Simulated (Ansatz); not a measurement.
## A computed series for TaP: pressure series

The parent structure is TaP (space group P-6m2, No. 187; a cell from a computed database, its experimental status unchecked).

```xyz
2
Lattice="3.2818 0.0000 0.0000 -1.6409 2.8421 0.0000 0.0000 0.0000 3.3171" Properties=species:S:1:pos:R:3 pbc="T T T"
Ta     1.6409     0.9474     0.0000
P      0.0000     0.0000     1.6585
```

Cell and atoms are relaxed at each pressure.

Calculations: PBEsol (Ansatz, a program for electronic structure), spin-orbit coupling left out.

Notes on the quantities. enthalpy: H = E + PV relative to the base's energy.

```
variant           lattice parameter a       enthalpy
----------------  -------------------  -------------
base                          3.282 Å              –
pressure −2 GPa               3.295 Å  -0.19 eV/atom
pressure −1 GPa               3.288 Å  -0.10 eV/atom
pressure 0.3 GPa              3.280 Å  +0.03 eV/atom
pressure 0.7 GPa              3.277 Å  +0.07 eV/atom
pressure 1.5 GPa              3.272 Å  +0.14 eV/atom
pressure 3 GPa                3.263 Å  +0.29 eV/atom
pressure 5 GPa                3.250 Å  +0.48 eV/atom
pressure 7.5 GPa              3.235 Å  +0.71 eV/atom
pressure 10 GPa               3.221 Å  +0.94 eV/atom
```

Load acts through the strain it causes; cell and atoms are relaxed under it. Stability against distortions was not tested. Competing high-pressure phases were not computed. All final runs are without spin polarisation.
